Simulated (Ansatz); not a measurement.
Consider the following.

```yaml
crystal:
  lattice:
    - [0.00000, 2.40359, 2.40359]
    - [2.40359, 0.00000, 2.40359]
    - [2.40359, 2.40359, 0.00000]
  atoms:
    - { symbol: As, position: [0.25000, 0.25000, 0.25000] }
    - { symbol: B, position: [0.00000, 0.00000, 0.00000] }
```

No spin polarisation.

All numbers come from plane-wave PAW DFT at the r2SCAN level (Ansatz, a quantum-chemistry and plane-wave program, 500 eV), no spin-orbit coupling. Settings: 12×12×12 k-points, 0.05 eV Fermi–Dirac smearing.

Predict the electron mass.

1.1 mₑ along k, 0.21 mₑ across (off the special points).

Predict the width of the top valence band.

5.32 eV.

Estimate the hole mass (degenerate bands, along [100]).

0.20, 0.22, 0.22 mₑ (at Γ).

What is the computed band gap?

1.39 eV.

Load acts through the strain it causes; cell and atoms are relaxed under it. Effective masses come from finite differences of ±0.01 Å⁻¹. Along k means along the line from Γ to the band edge. Whether these cells are dynamically stable was not tested. The cell was made from BAs in the zinc blende structure (space group F-43m, No. 216) by this change: pressure −2 GPa.
